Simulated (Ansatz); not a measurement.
## Effect of pressure 7 GPa on hypothetical P4_2/mnm WTe2

Consider WTe2 (space group P4_2/mnm, No. 136; a = 6.596 Å, c = 3.577 Å; a hypothetical phase, not in the database extracts checked).

The change: cell and atoms relaxed at a pressure of 7 GPa.

Method: Ansatz (a quantum-chemistry and plane-wave program), PBEsol, PAW, cutoff 420 eV, scalar-relativistic without spin-orbit coupling, earlier PAW set. k-mesh 7×7×13 (Γ-centred); smearing 0.05 eV (Fermi–Dirac).

* **Density**: 10.01 g/cm³ (base 9.37 g/cm³)
* **Lattice parameter a**: 12.328 bohr (base 12.465 bohr)
* **c/a ratio**: 0.525 (base 0.542)
* **Shortest interatomic distance**: 4.906 bohr (base 5.024 bohr)
* **Enthalpy H = E + PV relative to the base's energy**: +1.09 eV/atom
* **Band gap**: zero (base zero)

Load acts through the strain it causes; cell and atoms are relaxed under it. No phonon test of stability was made. No other phases were tried under pressure. All final runs are without spin polarisation. WTe2 has a high density of states at the Fermi level and may be magnetic at this level.
